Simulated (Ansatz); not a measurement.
The parent structure is AlN in the wurtzite structure (space group P6_3mc, No. 186; a = 3.0888 Å, c = 4.9433 Å).

Method: plane-wave PAW DFT at the LDA level (Ansatz, a first-principles code, 420 eV), without spin-orbit coupling.

One change was made to it. Results:

The valence-band top at Γ (three highest levels, from the VBM) changes from 0.00, -0.23, -0.23 eV to 0.00, -0.31, -0.31 eV; the shortest interatomic distance falls by 0.039 Å, from 1.876 Å to 1.837 Å; the c/a ratio falls by 0.0087, from 1.600 to 1.592; the electron mass changes from 0.32 mₑ (at Γ) to 0.38 mₑ along c, 0.61 mₑ across (at K).

Question: Which change produced these results?
A. pressure 2.1 GPa
B. pressure 15 GPa
C. pressure −1 GPa
D. pressure −2 GPa
E. pressure 30 GPa

Answer: B, pressure 15 GPa. For comparison, the valence-band top at Γ in the other runs: pressure 30 GPa gives 0.00, -0.41, -0.41 eV; pressure −1 GPa gives 0.00, -0.22, -0.22 eV; pressure −2 GPa gives 0.00, -0.22, -0.22 eV; pressure 2.1 GPa gives 0.00, -0.24, -0.24 eV.

The levels and masses belong to the bands next to the band gap. Load acts through the strain it causes; cell and atoms are relaxed under it. Masses are band curvatures over ±0.01 Å⁻¹ around the edge. Stability against distortions was not tested. Measured, AlN leaves this structure (for rock salt) near 14 GPa (temperature not stated; as listed in Datta, Sujoy, Jana, Debnarayan, arXiv (2020)), on rising pressure, with hysteresis.
